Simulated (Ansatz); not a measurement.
**Pt3Ti: stress against strain**

Pt3Ti (L1_2, Pm-3m, 14.825 Å³/atom at rest) under an equal strain ε in the (111) plane with the normal axis free, as in a coherent film. PBEsol in Ansatz, a plane-wave DFT program (PAW, default set), 420 eV, 15×15×15 Γ-centred mesh, Fermi-Dirac smearing 0.10 eV; ions are relaxed within the symmetry of each cell. Stress is positive for a compressed cell.

Here s stands for strain and y for stress xx.

```csv
strain (%),stress xx (GPa)
-1.00,5.55
-0.50,2.68
0.00,0.00
0.50,-2.51
1.00,-4.86
2.50,?
```

Fit y of the 5 rows that show it with a straight line. Means: s 0, y 0.172. About the means, the sum of products is -13.005 and the sum of squares of s is 2.5000; the slope is their ratio. Least squares gives y = 0.172 - 5.2020·s. Residuals (row less fit): 0.176, -0.093, -0.172, -0.081, 0.170; standard error 0.187 (degrees of freedom: 3). The slope gives the biaxial elastic modulus of this plane = 520 ± 12 GPa.

Problem. What does the fit predict for y at s = 2.50, and how far is the calculated value from it?

Solution. y = 0.172 - 5.2020 × 2.5 = -12.833 GPa. The calculation gives -10.95 GPa, 1.883 GPa above the prediction (11.4 % of the range of y in the table). The row lies outside the fitted rows, so this is an extrapolation. From the scatter of the fitted rows alone, a prediction at this place has a standard error of 0.359 GPa, so the miss is 5.2 times that.

One order more, fitted to all 11 runs of the series, follows each within 0.04, so the miss is the next term of a smooth law. In a metal these values are sensitive to mesh and smearing; energies are taken to zero smearing, stresses follow the free energy. Rows are the converged runs of the series near zero and its far end; series whose fitted rows scatter by over a few per cent of the range, as at a crossing or softening among them, aren't shown in this form. Most that stay on the fit to the last digits aren't either.
